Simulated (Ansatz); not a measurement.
**C vacancy + 2 H in diamond**

The numbers are results of PBE, PAW (plane waves to 420 eV; Ansatz, a quantum-chemistry and plane-wave program), not measurements. A 2×2×2 supercell of 64 sites was used; the energies come from a 2×2×2 shifted sampling of its zone. Sites at the start: the C site; 2 H on the vacancy's neighbours. Energies of charged states are corrected for periodic images (point charge plus alignment at distant sites). Dielectric constants: PBE linear response of the host. Host gap at this level: 4.13 eV. Finite-size and sampling errors can reach tenths of an eV here. The semilocal functional narrows the gap, so deep levels can fall outside it. Spin–orbit coupling is left out. Each state is the lowest found from its start.

Formation energies E_f are given with the Fermi level at the valence-band maximum. Chemical conditions: impurity bounded by its compound with the host (Δμ(C) = 0.14 eV, Δμ(H) = -0.35 eV, bounded by CH4 molecule; only phases computed here count, gases as isolated molecules at 0 K). Reference phases: C: graphite, H: H2 molecule in a box.

| charge | moment (μB) | point group | largest move off a lattice site (Å) | image correction with alignment (eV) | E_f, impurity bounded by its compound with the host (eV) | above the lowest spin state (eV) |
|---|---|---|---|---|---|---|
| +1 | 1.0 | C2v | 0.21 | 0.10 | 5.52 | 0.00 |
| 0 | 0 in all, 0.25 on one atom | C2v | 0.17 | 0.00 | 5.65 | 0.00 |
| 0 | not spin-polarised | C2v | 0.16 | 0.00 | 5.72 | 0.07 |
| −1† | quenched | – | 0.15 | 0.61 | – | 0.00 |
| −2 | not spin-polarised | C2 | 0.12 | 2.00 | 10.82 | 0.00 |

† Not settled in this cell, so no level is given: charge −1: a level filled in part.

Point groups are those of the whole cell at tolerances of 0.03 and 0.1 Å ("near" where only the looser one holds); none is given for unsettled states.

Starting moments that weren't kept: charge 0 began with 2 μB and ended with 0.0; charge −1 began with 1 μB and ended with 0.0.

Transition levels above the valence-band maximum: ε(+1/0) = 0.13 eV. With a charge missing or unsettled, these needn't be thermodynamic levels.
